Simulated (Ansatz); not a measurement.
Consider Bi₂Se₃ in the Bi2Te3 type structure (space group R-3m, No. 166).

```xyz
5
Lattice="2.0722 1.1964 9.4827 -2.0722 1.1964 9.4827 0.0000 -2.3927 9.4827" Properties=species:S:1:pos:R:3 pbc="T T T"
Bi     0.0000     0.0000    11.4041
Bi     0.0000     0.0000    17.0439
Se     0.0000     0.0000     0.0000
Se     0.0000     0.0000     5.9889
Se     0.0000     0.0000    22.4591
```

Cartesian axes are those of the cell as printed.

The values are results of PBE-D3(BJ) (Ansatz, a quantum-chemistry and plane-wave program, PAW, scalar-relativistic without spin-orbit coupling), not measurements.

For the base:

Volume per atom: 28.21 Å³
Band gap: 0.16 eV

Modification: tensile biaxial strain of 2.77 % in the plane normal to [001], as in epitaxy on a mismatched substrate; the out-of-plane cell vector and the atoms relax.

**Question.** What does the calculation give for the volume per atom after the change?

**Answer.** The volume per atom grows by 0.66 Å³ to 28.87 Å³.

**Question.** What happens to the band gap?

**Answer.** The band gap becomes zero (base: 0.16 eV).

Spin-orbit coupling, missing from the scalar runs, can matter with Bi. No phonon test of stability was made. All final runs are without spin polarisation. Gaps under 0.05 eV, about the width of the smearing, are given as zero. The zero or small gap of Bi2Se3 can change with the level of theory.
